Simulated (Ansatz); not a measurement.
Start from TiAl (space group P4/mmm, No. 123; a = 2.824 Å, c = 4.075 Å; relaxed with 0.1 eV smearing).

Level of theory: PBE/PAW in Ansatz (an electronic-structure program), no spin-orbit coupling.

For the base:

| Item | Value |
|---|---|
| Pressure | 0.0 GPa |

Modification: every lattice vector is shortened by 0.50 %, atoms relaxed at fixed cell.

### Question
What does the calculation give for the pressure and energy relative to the base after the change?

### Answer
The pressure (mean of the normal stresses, compression positive) goes from zero to 1.7 GPa; the energy goes up by 1.3 meV/atom.

The cells carry an imposed strain or load. Whether these cells are dynamically stable was not tested. The final runs are not spin-polarised.
